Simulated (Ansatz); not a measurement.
The starting structures come from a database of crystals and need not be the phases stable at ambient conditions.

Given:

```xyz
17
Lattice="7.1673 0.0000 0.0000 0.0000 7.1673 0.0000 3.5837 -3.5837 5.0681" Properties=species:S:1:pos:R:3 pbc="T T T"
Sn     0.0000     0.0000     0.0000
H      3.5837    -0.8419     3.1293
H      7.1673     4.4255     1.9387
H      8.0092     3.5837     3.1293
H      2.7418     0.0000     1.9387
H      3.5837     0.8419     3.1293
H      7.1673     2.7418     1.9387
H      6.3255     3.5837     3.1293
H      4.4255     0.0000     1.9387
N      3.5837     0.0000     2.5340
N      7.1673     3.5837     2.5340
Cl     3.5837     3.5837     2.6103
Cl     7.1673     0.0000     2.4577
Cl     9.0131     1.8458     5.0681
Cl     5.3216    -1.8458     5.0681
Cl     5.3216     1.8458     5.0681
Cl     9.0131    -1.8458     5.0681
```

Space group of this cell: Fm-3m. The cell was relaxed by PBE-D3(BJ); by r2SCAN its mean pressure is -0.8 GPa.

Transport runs along the normal of the first two printed cell vectors, the (001) plane of the conventional cell.

The gap is the functional's own. No spin-orbit coupling. Mid-gap values are interpolated on the energy grid.

**Question.** Give the band gap and the smallest decay constant κ at mid-gap that r2SCAN (Ansatz, a first-principles code) yields.

**Answer.** Gap 2.92 eV on a 6×6×6 mesh; κ = 0.339 1/Å, at the zone centre.
